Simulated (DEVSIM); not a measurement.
Structure: Schottky contact on n-type Si, at 300 K.

Layer 1 from the left is Si, thickness (μm) 8.10, Nd (cm⁻³) 7.5e17, τn (s) 1.4e-6, τp (s) 1.4e-6. Layer 2 from the left is Si, thickness (μm) 2.60, Nd (cm⁻³) 1.3e18, τn (s) 1.4e-6, τp (s) 1.4e-6.

Left contact: Schottky, work function 4.78 eV, emission velocity 1.1e7 cm/s. Right contact: ohmic. Voltage is applied to the left contact. Recombination: SRH at mid-gap. Mobility is μmin + (μ − μmin)/(1 + (N/Nref)^α).

The device is made up for the run: typed textbook-type constants, with dimensions and the other settings drawn at random. Values at 300 K.

Si: gap (eV) 1.124, affinity (eV) 4.05, permittivity 11.7, Nc (cm⁻³) 2.86e19, Nv (cm⁻³) 3.1e19, μn (cm²/Vs) 1417, μp (cm²/Vs) 470, μn,min 52, μp,min 45, Nref,n 9.7e16, Nref,p 2.2e17, αn 0.68, αp 0.72.

Model (solved in DEVSIM): 1D drift-diffusion, Boltzmann statistics, complete ionisation; no tunnelling, impact ionisation, image-force lowering or self-heating. Metal contacts follow the ideal Schottky-Mott rule: no Fermi-level pinning, no interface dipoles.

### Question
What does the simulation give for the potential step across the device at zero bias, the dark forward voltage at 100 A/cm², the dark forward voltage at 1 A/cm²?

### Answer
potential step across the device at zero bias 0.650 V; dark forward voltage at 100 A/cm² 0.397 V; dark forward voltage at 1 A/cm² 0.275 V.
